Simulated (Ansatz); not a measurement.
A15 V3Si (cubic form, which distorts at low temperature): PBE at its full settings (plane-wave cutoff 520 eV, 12×12×12 k mesh, Fermi–Dirac smearing 0.05 eV, no spin polarisation, scalar-relativistic PAW data made under PBE) and at cheaper ones, in a cell of 8 atoms with Γ-centred meshes.

| level and setting | equilibrium lattice constant a (Å) | bulk modulus B0 (GPa) |
|---|---|---|
| PBE (Ansatz) | 4.701 | 192 |
| PBE (300 eV cutoff) (Ansatz) | 4.698 | 189 |
| PBE (Γ point alone) (Ansatz) | 4.547 | 244 |
| PBE (2×2×2 k mesh) (Ansatz) | 4.715 | 191 |
| PBE (4×4×4 k mesh) (Ansatz) | 4.698 | 191 |
| PBE (6×6×6 k mesh) (Ansatz) | 4.701 | 192 |
| PBE (Fermi-Dirac smearing of 0.3 eV) (Ansatz) | 4.714 | 186 |

Largest shifts from the full settings: lattice constant a -3.28 % (PBE (Γ point alone)), against a difference of -0.49 % of the full result from the reference 4.724 Å (measured, temperature not stated, no zero-point or thermal correction; as tabulated in Zeng et al. (2023), arXiv:2309.11055); bulk modulus +27 % (PBE (Γ point alone)), against a difference of +12.3 % of the full result from the reference 171 GPa (measured, 300 K, no zero-point or thermal correction, sources range from 171 to 176; as tabulated in Lu and Klein (1997), arXiv:cond-mat/9704251).

Caveats: symmetry holds this phase in the static calculation, where it need not be a minimum (PBE, PBE (300 eV cutoff), PBE (Γ point alone), PBE (2×2×2 k mesh), PBE (4×4×4 k mesh), PBE (6×6×6 k mesh) and 1 more). Ansatz's density-functional and Hartree–Fock values are scalar-relativistic unless marked +SOC, with PAW data made under PBE.

Run with cheap settings on purpose, which may leave them unconverged: PBE (2×2×2 k mesh), PBE (300 eV cutoff), PBE (4×4×4 k mesh), PBE (6×6×6 k mesh), PBE (Fermi-Dirac smearing of 0.3 eV), PBE (Γ point alone).

Ansatz is an electronic-structure program.
